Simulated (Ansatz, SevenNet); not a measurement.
For SiO2 (P4₁2₁2, No. 92), the machine-learned potential SevenNet-l3i5 (trained on PBE and PBE+U data) gives:

- lattice constant a = 5.095 Å
- c axis length = 7.125 Å

Problem. What does HSE06 (Ansatz, an electronic-structure program, plane waves, PAW) give for the same quantities?

Solution. 
- lattice constant a: 5.064 Å (falls by 0.6 %)
- lattice parameter c: 7.078 Å (falls by 0.7 %)

Changes are worked out from the printed values.

Unless a cell is named, each level is at its own relaxed cell (SevenNet-l3i5 15.41, HSE06 15.13 Å³/atom).

Ansatz's density-functional and Hartree–Fock values are scalar-relativistic unless marked +SOC, with PAW data made under PBE.
